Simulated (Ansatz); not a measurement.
Take Cu3N (space group Pm-3m, No. 221; a = 3.721 Å) as the base.

Computed with LDA, PAW, 420 eV (Ansatz, a quantum-chemistry and plane-wave program; scalar-relativistic without spin-orbit coupling).

Before the change:

```
Quantity   Result
--------  -------
Pressure  0.0 GPa
Band gap     zero
```

Modification: the cell is scaled by 1.0060 in all directions; the atoms relax in the strained cell.

### Question
What happens to the pressure?

### Answer
The pressure goes from zero to -2.6 GPa.

### Question
What happens to the energy relative to the base?

### Answer
The energy goes up by 1.9 meV/atom.

### Question
Predict the new band gap.

### Answer
The band gap is still zero.

Whether these cells are dynamically stable was not tested. The final runs are not spin-polarised. Gaps under 0.05 eV, about the width of the smearing, are given as zero. A zero or small gap of Cu3N can be the functional's error rather than a property of the material.
